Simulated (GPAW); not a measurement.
Band structure of AgBr (Fm-3m, 2 atoms in the cell).

```xyz
2
Lattice="0.0000 2.9196 2.9196 2.9196 0.0000 2.9196 2.9196 2.9196 0.0000" Properties=species:S:1:pos:R:3 pbc="T T T"
Ag     0.0000     0.0000     0.0000
Br     2.9196     2.9196     2.9196
```

Level of theory: PBE, GPAW PAW datasets PBE (gpaw-data 1.0.1) (plane waves; GPAW 25.7.0).

Settings: mode = pw; ecut = 600 eV; xc = PBE; kpts = 8 8 8; mesh shift (steps) = 0 0 0; occupations.name = fermi-dirac; occupations.width = 0 eV; nbands = -8; convergence.forces = 0.001 eV/Å; convergence.bands = -6; symmetry.symmorphic = false; symmetry.tolerance = 0.0005; maxiter = 150; bandpath_npoints = 40.

The starting cell comes from a database of computed structures (which also holds hypothetical and non-ambient phases and stackings), without a prior relaxation at this level. Its lattice was rescaled by a random factor within 2.5 % of one.

**Question.** Predict the gap along the standard path and the places of the band edges.

**Answer.** The gap along the path is 0.67 eV, from L to Γ; the smallest direct gap on it is 2.45 eV.

Levels in eV from the top of the valence band on the SCF mesh, bands 9 to 16:
```csv
point,9,10,11,12,13,14,15,16
Γ,-2.59,-1.77,-1.77,-1.77,0.67,9.94,9.94,9.94
X,-2.45,-2.23,-2.23,-2.16,1.69,7.16,8.84,10.81
W,-2.23,-2.12,-2.12,-1.40,3.70,7.12,7.65,7.65
K,-2.27,-2.07,-1.88,-1.10,2.98,6.83,8.13,9.06
L,-2.32,-2.00,0.00,0.00,3.86,6.28,6.84,6.84
U,-2.27,-2.07,-1.88,-1.10,2.98,6.83,8.13,9.06
```
